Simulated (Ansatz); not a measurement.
**One base run on MgSnP2 (I-42d, 8 atoms in the cell) and variants with one or two settings moved**

Space group I-42d (No. 122); a = b = 5.6627 Å, c = 11.1595 Å, α = β = γ = 90.00°

| atom | site | symmetry | x | y | z |
|---|---|---|---|---|---|
| Mg | 4a | -4.. | 0.0000 | 0.0000 | 0.0000 |
| Sn | 4b | -4.. | 0.0000 | 0.0000 | 0.5000 |
| P | 8d | .2. | 0.2500 | 0.2426 | 0.3750 |
(The calculation used a cell of 8 atoms; values per cell refer to that cell.)

Base run A: PBEsol, default PAW files made with PBE (Ansatz, a quantum-chemistry and plane-wave program), self-consistent single point.

Its settings: basis.ecutwfc = 420 eV; kpoints.mp_grid.grid = 8 8 8; kpoints.mp_grid.shift = 0.5 0.5 0.5; hamiltonian.xc = pbesol; hamiltonian.pseudopotentials = {kind: paw} (the program's default PAW files); scf.occupations.method = fermi_dirac; scf.occupations.width = 0.1 eV.

The starting cell was generated: these elements placed on a structure prototype, without a prior relaxation; it need not be a known phase or ordering of this composition. In the base run, with a pressure of about 9 GPa the cell is away from its equilibrium volume at this level. Ansatz's pressure includes its estimate of the finite-basis (Pulay) stress. The shifted mesh does not hold Γ, so a gap read on it misses any band edge there.

ΔF is the free energy per atom less that of run A. 

Runs:
- B: crystal.symmetry.detect: default → false
- C: kpoints.mp_grid.grid: 8 8 8 → 7 7 7; kpoints.mp_grid.shift: 0.5 0.5 0.5 → default
- D: kpoints.mp_grid.grid: 8 8 8 → 7 7 7
- E: basis.precision: default → f64
- F: scf.mixing.algorithm: default (the program chose MSR1) → anderson; scf.mixing.beta: default → 0.05
- G: scf.mixing.algorithm: default (the program chose MSR1) → msr1; scf.mixing.ndim: default → 20

| run | ΔF (meV/atom) | pressure (GPa) | largest force (eV/Å) | gap on the mesh (eV) | k-points |
|---|---|---|---|---|---|
| A | 0.00 | 8.65 | 0.667 | 1.551 | 56 |
| B | 0.00 | 8.65 | 0.667 | 1.551 | 256 |
| C | 0.00 | 8.65 | 0.667 | 1.473 | 40 |
| D | 0.00 | 8.65 | 0.667 | 1.572 | 40 |
| E | 0.00 | 8.65 | 0.667 | 1.551 | 56 |
| F | 0.00 | 8.65 | 0.667 | 1.551 | 56 |
| G | 0.00 | 8.65 | 0.667 | 1.551 | 56 |

Run E against A: The free energy is nearly the same (within 1 meV/atom), the pressure stays at 8.65 GPa, the largest force stays at 0.667 eV/Å and the gap on the mesh stays at 1.551 eV.

Run C against A: The free energy hardly moves (within 1 meV/atom), the pressure stays at 8.65 GPa, the largest force stays at 0.667 eV/Å and the gap on the mesh goes from 1.551 to 1.473 eV.

Run D against A: The free energy is nearly the same (within 1 meV/atom), the pressure stays at 8.65 GPa, the largest force stays at 0.667 eV/Å and the gap on the mesh goes from 1.551 to 1.572 eV.

Keys are those of Ansatz 0.2.
